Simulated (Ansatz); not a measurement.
The starting structures come from a database of crystals and need not be the phases stable at ambient conditions.

The decay constant κ of evanescent states in the gap governs leakage through a thin film.

```yaml
crystal:
  lattice:
    - [4.13884, 0.00000, 0.00000]
    - [0.00000, 8.76270, 0.00000]
    - [0.00000, 0.00000, 5.52051]
  atoms:
    - { symbol: Sb, position: [0.75000, 0.56981, 0.28274] }
    - { symbol: Sb, position: [0.25000, 0.43019, 0.71726] }
    - { symbol: Sb, position: [0.25000, 0.93019, 0.78274] }
    - { symbol: Sb, position: [0.75000, 0.06981, 0.21726] }
    - { symbol: O, position: [0.75000, 0.44638, 0.59381] }
    - { symbol: O, position: [0.25000, 0.55362, 0.40619] }
    - { symbol: O, position: [0.25000, 0.05362, 0.09381] }
    - { symbol: O, position: [0.75000, 0.94638, 0.90619] }
    - { symbol: F, position: [0.25000, 0.72410, 0.94199] }
    - { symbol: F, position: [0.75000, 0.27590, 0.05801] }
    - { symbol: F, position: [0.75000, 0.77590, 0.44199] }
    - { symbol: F, position: [0.25000, 0.22410, 0.55801] }
```

Space group of this cell: Pnma. The cell was relaxed by PBE-D3(BJ); by PBEsol its mean pressure is -1.9 GPa.

Transport runs along the normal of the first two printed cell vectors.

The gap is the functional's own, uncorrected, and κ follows it; spin-orbit coupling is left out. Mid-gap values are interpolated between the computed energies.

Predict the band gap and the smallest decay constant κ at mid-gap from PBEsol run with Ansatz (an electronic-structure program).

Gap 3.19 eV on a 8×4×6 mesh; κ = 0.431 1/Å, at (0.125, 0.000) of the in-plane reciprocal vectors. At the zone centre, at the nearest computed energy, the slowest state has κ = 0.44 1/Å.
